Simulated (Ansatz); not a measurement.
## TiB2: energy against strain

TiB2 (AlB2 type, P6/mmm, 8.175 Å³/atom at rest, c along z) under an equal strain ε in the (0001) plane with the normal axis free, as in a coherent film. LDA in Ansatz, a plane-wave DFT program (PAW, default set), 420 eV, 13×13×10 Γ-centred mesh, Fermi-Dirac smearing 0.05 eV; ions are relaxed within the symmetry of each cell.

Here s stands for strain and y for E less E0.

```csv
strain (%),E less E0 (meV/atom)
-3.00,?
-1.50,8.45
-1.00,3.68
-0.50,0.90
0.00,0.00
0.50,0.89
1.00,3.53
1.50,7.89
```

The 7 complete rows are fitted with a parabola, y against s. Least squares gives y = -0.015 - 0.1421·s + 3.6348·s². Residuals (row less fit): 0.074, -0.082, -0.065, 0.015, 0.067, 0.052, -0.060; standard error 0.083 (degrees of freedom: 4). Twice the quadratic coefficient over the volume, 2 × 3.6348 meV × 10⁴ × 0.1602 / 8.175 Å³, is twice the biaxial elastic modulus of this plane = 1425 ± 14 GPa.

Predict the withheld y at s = -3.00 from the fit, and compare with the calculation.

y = -0.015 - 0.1421 × (-3.0) + 3.6348 × (-3.0)² = 33.124 meV/atom. The calculation gives 35.23 meV/atom, 2.106 meV/atom above the prediction (6.0 % of the range of y in the table). The row lies outside the fitted rows, so this is an extrapolation. From the scatter of the fitted rows alone, a prediction at this place has a standard error of 0.317 meV/atom, so the miss is 6.6 times that.

One order more, fitted to all 13 runs of the series, follows each within 0.07, so the miss is the next term of a smooth law. In a metal these values are sensitive to mesh and smearing; energies are taken to zero smearing, stresses follow the free energy. Rows are the converged runs of the series near zero and its far end; series whose fitted rows scatter by over a few per cent of the range, as at a crossing or softening among them, aren't shown in this form. Most that stay on the fit to the last digits aren't either.
